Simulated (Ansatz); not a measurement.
## AgI under a change: electrons 1.5×10^21 cm⁻³

The parent structure is AgI in the zinc blende structure (space group F-43m, No. 216; a = 6.450 Å).

Now apply this change: electron doping at 1.5×10^21 cm⁻³ (0.101 per cell), with a uniform compensating background at fixed cell and a 300 K Fermi–Dirac width.

Method: PBEsol (Ansatz, a first-principles code), no spin-orbit coupling. Γ-centred 20×20×20 mesh, Fermi–Dirac width 0.0259 eV.

The gap between the host's bands decreases by 0.05 eV, from 1.20 eV to 1.15 eV and the gap character is still direct at Γ. The valley order (the lowest conduction-band minima on the path, energy above the VBM, named in the base's zone) goes from Γ 1.20 eV; L along ⟨111⟩ 2.64 eV to Γ 1.15 eV; L along ⟨111⟩ 2.60 eV and the Fermi level relative to the doped band's edge (positive inside the band; to 0.05 eV) amounts to +1.30 eV.

Final structure:

```xyz
2
Lattice="0.0000 3.2249 3.2249 3.2249 0.0000 3.2249 3.2249 3.2249 0.0000" Properties=species:S:1:pos:R:3 pbc="T T T"
Ag     0.0000     0.0000     0.0000
I      1.6124     1.6124     1.6124
```
Cell charge -0.100615.

Charged cell with a jellium background: band edges are those of the host's band count, energies are not comparable with the neutral cell, and many-body gap narrowing is missing. With I present, leaving out spin-orbit coupling can change the band edges. Whether these cells are dynamically stable was not tested.
